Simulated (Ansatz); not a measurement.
## YZnPO (space group R-3m, No. 166; a cell from a computed database, its experimental status unchecked)

YZnPO has the trigonal space group R-3m, hexagonal axes (No. 166), Pearson symbol hR8. Cell: a = b = 3.8472 Å, c = 29.9874 Å, α = β = 90.00°, γ = 120.00°. Y on 6c is coordinated by 4 O at 2.237–2.289 Å and 3 P at 2.961 Å. Zn on 6c sees 3 P at 2.350 Å and 1 P at 2.521 Å (tetrahedral). P on 6c is surrounded by 3 Zn at 2.350 Å and 1 Zn at 2.521 Å and 3 Y at 2.961 Å. O on 6c has 4 Y at 2.237–2.289 Å (tetrahedral). (Neighbours: up to the widest gap in distance over summed covalent radii, below 1.35, at either atom; cation-cation and far metal-metal contacts left out.)
(The calculation used a cell of 8 atoms; values per cell refer to that cell.)

Calculations: Ansatz (a first-principles code) PBEsol, spin-orbit coupling left out. Γ-centred 10×10×10 mesh, Fermi–Dirac width 0.05 eV.

```json
{
 "volume_per_atom": "16.02 Å³",
 "density": "5.22 g/cm³",
 "band_gap": "1.19 eV, indirect, T → Γ–S₀ (90 % along)",
 "total_energy": "-2095.506 eV/atom (σ→0; compares only within this code and set-up)"
}
```

Stability against distortions was not tested.
